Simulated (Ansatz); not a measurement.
Consider Os in the hcp (Mg type) structure (space group P6_3/mmc, No. 194; a = 2.7385 Å, c = 4.3193 Å; relaxed with 0.1 eV smearing). Axes: x lies along a and z along c of the hexagonal cell.

Method: r2SCAN/PAW in Ansatz (a quantum-chemistry and plane-wave program), scalar-relativistic without spin-orbit coupling, earlier PAW set.

For the base:

```
Item                            Result
-----------------------------  -------
Band gap                          zero
Shortest interatomic distance  2.677 Å
```

Modification: uniaxial stress, 1 GPa compression along x; all other stress components relax to zero.

**Question.** What happens to the strain response, band gap, shortest interatomic distance and energy relative to the base?

**Answer.** The strain response (xx, yy, zz) comes out as (−0.15, +0.03, +0.03) %; the band gap stays zero; the shortest interatomic distance stays essentially unchanged (2.677 Å against 2.676 Å); the energy is nearly the same.

Stability under load was not tested beyond the relaxation. All final runs are without spin polarisation.
